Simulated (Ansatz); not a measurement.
The parent structure is Nb in the bcc (W type) structure (space group Im-3m, No. 229; a = 3.3045 Å; relaxed with 0.1 eV smearing). Axes: x, y, z lie along the cube axes.

Level of theory: r2SCAN in Ansatz (plane waves to 500 eV, PAW, scalar-relativistic without spin-orbit coupling).

Perturbation: the cell is scaled by 0.9750 in all directions; the atoms relax in the strained cell.

Task: Predict the stress tensor and what it implies for the stiffness.

Result: Stress of the strained cell less that of the base (GPa, compression positive):
```
   15.1     0.0     0.0
    0.0    15.1     0.0
    0.0     0.0    15.1
```

Then B = −ΔP/(ΔV/V₀) with ΔV/V₀ = -0.0731 gives secant stiffness values (nonlinear terms included at this strain): B ≈ 206 GPa.

As a check, the harmonic strain energy −½ V₀ Δσ:ε is 64 meV/atom; the computed energy rise is 59 meV/atom.

Stability against distortions was not tested. All final runs are without spin polarisation.

Ansatz is a program for electronic structure.
